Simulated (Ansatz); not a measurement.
Consider SiC (space group P6_3mc, No. 186).

```
SiC
1.0
    3.07890     0.00000     0.00000
   -1.53945     2.66641     0.00000
    0.00000     0.00000    15.10688
Si C
6 6
Direct
  0.00000   0.00000   0.99982
  0.00000   0.00000   0.49982
  0.66667   0.33333   0.83310
  0.33333   0.66667   0.33310
  0.66667   0.33333   0.16660
  0.33333   0.66667   0.66660
  0.00000   0.00000   0.87447
  0.00000   0.00000   0.37447
  0.66667   0.33333   0.70810
  0.33333   0.66667   0.20810
  0.66667   0.33333   0.04161
  0.33333   0.66667   0.54161
```

Level of theory: Ansatz (a quantum-chemistry and plane-wave program), PBEsol, PAW, cutoff 420 eV, no SOC.

Base values:

* **Pressure**: 0.00 GPa

Now apply this change: the cell is scaled by 0.9504 in all directions; the atoms relax in the strained cell.

Estimate the effect on the energy relative to the base and pressure.

The energy goes up by 183 meV/atom; the pressure (mean of the normal stresses, compression positive) goes from zero to 45.35 GPa.

Whether these cells are dynamically stable was not tested.
